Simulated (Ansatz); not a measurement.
Start from BP in the zinc blende structure (space group F-43m, No. 216; a = 4.491 Å). Axes: x, y, z lie along the cube axes.

Computed with DFT with LDA, PAW potentials and a 420 eV plane-wave cutoff in Ansatz (a quantum-chemistry and plane-wave program), scalar-relativistic without spin-orbit coupling.

Strains are applied to the cell and any free atomic positions relax; under biaxial strain the out-of-plane vector relaxes too.

One change was made to it. Results:

| quantity | base | after |
|---|---|---|
| band gap | 1.14 eV | 0.74 eV |
| valence-band top at Γ (three highest levels, from the VBM) | 0.00, 0.00, 0.00 eV | 0.00, 0.00, -0.47 eV |
| pressure (mean of the normal stresses, compression positive) | -0.1 kbar | 89.4 kbar |

### Question
What was done to the base?
(A) biaxial strain −3.00 %, plane normal [001], relaxed out of plane
(B) biaxial strain −1.00 %, plane normal [001], relaxed out of plane
(C) biaxial strain +0.50 %, plane normal [001], relaxed out of plane

### Answer
A, biaxial strain −3.00 %, plane normal [001], relaxed out of plane. For comparison, the band gap in the other runs: biaxial strain +0.50 %, plane normal [001], relaxed out of plane gives 1.04 eV; biaxial strain −1.00 %, plane normal [001], relaxed out of plane gives 1.01 eV.

Whether these cells are dynamically stable was not tested.
